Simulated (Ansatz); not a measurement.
AlB2-type MgB₂ was calculated with LDA (PAW; Ansatz, a quantum-chemistry and plane-wave program).

Numerical settings: plane-wave cutoff 520 eV, 24×24×18 k mesh (along the axes of the cell as run), Fermi–Dirac smearing 0.087 eV (set by the program), scalar-relativistic PAW data made under PBE.

Computed at the level's own relaxed cell.

Elastic tensor (GPa, Voigt notation, ions relaxed):

```
  454.9    65.1    40.4     0.0     0.0     0.0
   65.1   454.9    40.4     0.0     0.0     0.0
   40.4    40.4   279.7     0.0     0.0     0.0
    0.0     0.0     0.0    79.6     0.0     0.0
    0.0     0.0     0.0     0.0    79.6     0.0
    0.0     0.0     0.0     0.0     0.0   194.9
```

### Question
Work out the Voigt, Reuss and Hill averages of the bulk and shear moduli, Young's modulus and Poisson's ratio from the printed constants.

### Answer
K_V = [C11 + C22 + C33 + 2(C12 + C13 + C23)]/9 = [1189.5 + 2 × 145.9]/9 = 164.6 GPa. G_V = [1189.5 − 145.9 + 3 × 354.1]/15 = 140.4 GPa. From the compliances S = C⁻¹, K_R = 154.9 and G_R = 118.1 GPa. Hill means: K = 159.8, G = 129.2 GPa. E = 9KG/(3K + G) = 305 GPa, ν = (3K − 2G)/(6K + 2G) = 0.18, K/G = 1.24.

Static lattice: no zero-point or thermal effects.
